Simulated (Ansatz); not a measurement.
For L1₀ (CuAu-type) CuAu, PBE-D4 (Ansatz, a program for electronic structure, plane waves, PAW) gives:

```
Quantity                                 Value
------------------------------  --------------
equilibrium lattice constant a         2.832 Å
c axis length                          3.604 Å
formation enthalpy              -0.026 eV/atom
```

Q: What does r²SCAN (plane waves, PAW; Ansatz) give for the same quantities?

A: 
- lattice constant a: 2.847 Å (goes up by 0.5 %)
- lattice parameter c: 3.586 Å (drops by 0.5 %)
- formation enthalpy: -0.054 eV/atom (moves by -0.028 eV/atom)

For comparison: lattice constant a 2.8 Å (measured, temperature not stated, not corrected to a static lattice; as tabulated in Nepal et al. (2019), arXiv:1905.09348); lattice parameter c 3.67 Å (measured, temperature not stated, no zero-point or thermal correction; as tabulated in Mehl et al. (2016), arXiv:1607.02532); formation enthalpy -0.093 eV/atom (measured, 320 K, not corrected to a static lattice; as tabulated in Nepal et al. (2019), arXiv:1905.09348).

Changes are worked out from the printed values.

Unless a cell is named, each level is at its own relaxed cell (PBE-D4 14.46, r²SCAN 14.53 Å³/atom).

Levels without +SOC leave out spin–orbit coupling, which shifts energies and cells of such heavy elements.

Ansatz's density-functional and Hartree–Fock values are scalar-relativistic unless marked +SOC, with PAW data made under PBE.
